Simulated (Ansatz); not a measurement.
The reference is TiO$_{2}$ in the anatase structure (space group I4_1/amd, No. 141; a = 3.770 Å, c = 9.555 Å). Axes: x, y, z lie along a, b, c of the conventional cell.

One thing is altered: the cell is compressed by 0.46 % along x with no lateral relaxation, atoms relaxed at fixed cell.

Levels (all Ansatz, a program for electronic structure, PAW, earlier PAW set): PBEsol (420 eV, scalar-relativistic without spin-orbit coupling); r2SCAN (500 eV, no SOC); HSE06 (420 eV, spin-orbit coupling left out); PBEsol+SOC (420 eV, noncollinear with spin-orbit coupling).

One geometry, relaxed with PBEsol, under each level:

| level | band gap | lowest conduction level above the VBM at special points | pressure |
|---|---|---|---|
| PBEsol | 2.12 eV | Γ 2.12 eV; X 2.48 eV; F₂ 3.26 eV; Σ₀ 3.26 eV | 1.04 GPa |
| r2SCAN | ? | ? | ? |
| HSE06 | 3.67 eV | Γ 3.67 eV; X 4.07 eV; F₂ 4.89 eV | – |
| PBEsol+SOC | 2.12 eV | Γ 2.12 eV; X 2.48 eV; F₂ 3.26 eV; Σ₀ 3.26 eV | 1.04 GPa |

**Question.** Give the withheld r2SCAN results.

**Answer.** 
- r2SCAN, band gap: 2.56 eV
- r2SCAN, lowest conduction level above the VBM at special points: Γ 2.56 eV; X 2.90 eV; F₂ 3.67 eV; Σ₀ 3.67 eV
- r2SCAN, pressure: 2.78 GPa

Single points use the geometry relaxed with PBEsol. Their cutoffs differ, which shifts pressures a little. HSE06 was sampled on its mesh, a few special points and the semilocal edge points, so its gap is an upper bound. The spin-orbit shifts are approximate. The cells carry an imposed strain or load. Whether these cells are dynamically stable was not tested. The runs without spin-orbit coupling are not spin-polarised. k-point labels follow each cell's own Brillouin zone.
